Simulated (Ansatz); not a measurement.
System: TiZnO3 (R3c, No. 161, 10 atoms in the cell; start mp-1078470). Method: LDA in Ansatz (PAW).

Run with plane-wave cutoff 520 eV, 8×8×8 k mesh, Fermi–Dirac smearing 0.01 eV, no spin polarisation, scalar-relativistic PAW data made under PBE.

Cell (relaxed at this level):

```cif
data_O6Ti2Zn2
_chemical_formula_sum 'Ti2 Zn2 O6'
_space_group_name_H-M_alt 'P 1'
_space_group_IT_number 1
_cell_length_a 5.37114
_cell_length_b 5.37114
_cell_length_c 5.37114
_cell_angle_alpha 55.687
_cell_angle_beta 55.687
_cell_angle_gamma 55.687
loop_
_space_group_symop_operation_xyz
  'x, y, z'
loop_
_atom_site_label
_atom_site_type_symbol
_atom_site_fract_x
_atom_site_fract_y
_atom_site_fract_z
_atom_site_occupancy
Ti1 Ti 0.49965 0.49965 0.49965 1
Ti2 Ti 0.99965 0.99965 0.99965 1
Zn1 Zn 0.78025 0.78025 0.78025 1
Zn2 Zn 0.28025 0.28025 0.28025 1
O1 O 0.86559 0.21887 0.60614 1
O2 O 0.21887 0.60614 0.86559 1
O3 O 0.60614 0.86559 0.21887 1
O4 O 0.36559 0.10614 0.71887 1
O5 O 0.71887 0.36559 0.10614 1
O6 O 0.10614 0.71887 0.36559 1
```

Question: Give the computed band gap.

Answer: 
- band gap = 2.87 eV (on the SCF k mesh)

Note: the relaxation could not lower the start's symmetry, so the cell can be a saddle point above a distorted one.

Static lattice: no zero-point or thermal effects.

A start named mp-… is a Materials Project structure, which need not be a measured phase.

Ansatz is a program for electronic structure.
